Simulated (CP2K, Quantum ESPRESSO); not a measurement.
A CP2K input for a self-consistent single point of ZrHg3 (Pm-3m, 4 atoms in the cell) (DFT LDA (Pade form), GPW, DZVP-MOLOPT-SR-GTH basis, GTH-PADE potentials (GTH_POTENTIALS)):

```
&GLOBAL
  PROJECT calc
  RUN_TYPE ENERGY_FORCE
  PRINT_LEVEL MEDIUM
&END GLOBAL
&FORCE_EVAL
  METHOD Quickstep
  STRESS_TENSOR ANALYTICAL
  &DFT
    BASIS_SET_FILE_NAME BASIS_MOLOPT
    POTENTIAL_FILE_NAME GTH_POTENTIALS
    &QS
      METHOD GPW
      EPS_DEFAULT 1E-10
    &END QS
    &MGRID
      CUTOFF 500
      REL_CUTOFF 40
      NGRIDS 5
    &END MGRID
    &SCF
      SCF_GUESS ATOMIC
      EPS_SCF 1E-7
      MAX_SCF 100
      ADDED_MOS 9
      &DIAGONALIZATION
        ALGORITHM STANDARD
      &END DIAGONALIZATION
      &MIXING
        METHOD BROYDEN_MIXING
        ALPHA 0.3
        NBUFFER 10
        BETA 1.5
      &END MIXING
      &SMEAR ON
        METHOD GAUSSIAN
        SIGMA [eV] 0.1
      &END SMEAR
    &END SCF
    &KPOINTS
      SCHEME MONKHORST-PACK 8 8 8
      GAMMA_CENTERED T
    &END KPOINTS
    &XC
      &XC_FUNCTIONAL PADE
      &END XC_FUNCTIONAL
    &END XC
    &PRINT
      &MO
        EIGENVALUES T
        OCCUPATION_NUMBERS T
        NDIGITS 8
        FILENAME mo
        &EACH
          QS_SCF 0
        &END EACH
        ADD_LAST NUMERIC
      &END MO
      &MULLIKEN ON
      &END MULLIKEN
    &END PRINT
  &END DFT
  &SUBSYS
    &CELL
      A 4.41774000 0.00000000 0.00000000
      B 0.00000000 4.41774000 0.00000000
      C 0.00000000 0.00000000 4.41774000
      PERIODIC XYZ
    &END CELL
    &COORD
      SCALED
      Zr       0.00000000     0.00000000     0.00000000
      Hg       0.50000000     0.50000000     0.00000000
      Hg       0.00000000     0.50000000     0.50000000
      Hg       0.50000000     0.00000000     0.50000000
    &END COORD
    &KIND Zr
      BASIS_SET DZVP-MOLOPT-SR-GTH-q12
      POTENTIAL GTH-PADE-q12
    &END KIND
    &KIND Hg
      BASIS_SET DZVP-MOLOPT-SR-GTH-q12
      POTENTIAL GTH-PADE-q12
    &END KIND
  &END SUBSYS
  &PRINT
    &FORCES ON
    &END FORCES
    &STRESS_TENSOR ON
    &END STRESS_TENSOR
  &END PRINT
&END FORCE_EVAL
```

Task: Give the Quantum ESPRESSO input for the same structure, mesh, smearing and functional.

Result: This is the input that was run; spellings and numerical settings could be chosen otherwise.

```fortran
&CONTROL
  calculation = 'scf'
  prefix = 'pwscf'
  outdir = './out'
  pseudo_dir = './'
  tprnfor = .true.
  tstress = .true.
/
&SYSTEM
  ibrav = 0
  nat = 4
  ntyp = 2
  ecutwfc = 40
  ecutrho = 320
  occupations = 'smearing'
  smearing = 'gaussian'
  degauss = 0.0073499
/
&ELECTRONS
  conv_thr = 1.0e-11
  mixing_beta = 0.4
/
ATOMIC_SPECIES
Zr    91.2240  zr_lda_v1.uspp.F.UPF
Hg   200.5920  hg_lda_v1.uspp.F.UPF
CELL_PARAMETERS {bohr}
   8.34831869     0.00000000     0.00000000
   0.00000000     8.34831869     0.00000000
   0.00000000     0.00000000     8.34831869
ATOMIC_POSITIONS {bohr}
Zr    0.00000000    0.00000000    0.00000000
Hg    4.17415934    4.17415934    0.00000000
Hg    0.00000000    4.17415934    4.17415934
Hg    4.17415934    0.00000000    4.17415934
K_POINTS {automatic}
8 8 8  0 0 0
```

Basis, cutoffs, solver keys and any potentials are the target program's own. This input uses DFT, LDA (PZ), plane waves, GBRV 1.5 ultrasoft (LDA) pseudopotentials. LDA parametrisations can differ slightly between programs. Both were run: pressure -6.05 GPa in CP2K and -6.33 in Quantum ESPRESSO.

On Quantum ESPRESSO: the starting cell comes from a database of computed structures (which also holds hypothetical and non-ambient phases and stackings), without a prior relaxation at this level. With a pressure of about -6 GPa the cell is away from its equilibrium volume at this level.

On CP2K: the starting cell comes from a database of computed structures (which also holds hypothetical and non-ambient phases and stackings), without a prior relaxation at this level. Values carry the incompleteness of an atom-centred basis. With a pressure of about -6 GPa the cell is away from its equilibrium volume at this level.
